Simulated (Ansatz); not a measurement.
How the bulk modulus of BeAg (model structure, started from the CsCl type, Pm-3m, No. 221, 2 atoms in the cell) moves with the method

No measured value is used here.

| level (code) | value (GPa) | cell (Å³/atom) |
|---|---|---|
| LDA (Ansatz) | 148 | 11.93 |
| PBE (Ansatz) | 121 | 12.80 |
| PBEsol (Ansatz) | (withheld) | 12.32 |
| r²SCAN (Ansatz) | 128 | 12.60 |

Question: Some entries are withheld; supply them.

Answer: 
- PBEsol (Ansatz, an electronic-structure program), value (GPa): 135

LDA, PBE, PBEsol, r²SCAN: the bulk modulus is −V dP/dV from two relaxed cells at ±2 % in volume. Each level is taken at its own relaxed cell. Cutoffs differ between the levels. Ansatz's density-functional and Hartree–Fock values are scalar-relativistic unless marked +SOC, with PAW data made under PBE.

A model structure was made by putting elements into a prototype or built by hand; it is no filed structure, need not be a known phase, and can be a saddle point held by its symmetry.
